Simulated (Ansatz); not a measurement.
Results of LDA (Ansatz, a first-principles code, PAW) for CsCl-type CoAl.

Numerical settings: plane-wave cutoff 520 eV, 16×16×16 k mesh, Fermi–Dirac smearing 0.1 eV, perturbation theory, force constants from a 4×4×4 q mesh, no spin polarisation, scalar-relativistic PAW data made under PBE.

Computed at the level's own relaxed cell.

```cif
data_AlCo
_chemical_formula_sum 'Al1 Co1'
_space_group_name_H-M_alt 'P 1'
_space_group_IT_number 1
_cell_length_a 2.79382
_cell_length_b 2.79382
_cell_length_c 2.79382
_cell_angle_alpha 90.000
_cell_angle_beta 90.000
_cell_angle_gamma 90.000
loop_
_space_group_symop_operation_xyz
  'x, y, z'
loop_
_atom_site_label
_atom_site_type_symbol
_atom_site_fract_x
_atom_site_fract_y
_atom_site_fract_z
_atom_site_occupancy
Al1 Al 0.50000 0.50000 0.50000 1
Co1 Co 0.00000 0.00000 0.00000 1
```

Harmonic phonon frequencies (cm⁻¹; i marks an imaginary mode):

```json
[
 {"q point": "Γ", "frequencies": "0 0 0 346 346 346"},
 {"q point": "R", "frequencies": "?"}
]
```

Problem. Complete the blanks.

Solution. 
- R, frequencies: 255 255 255 380 380 380

No imaginary mode appears at these points.
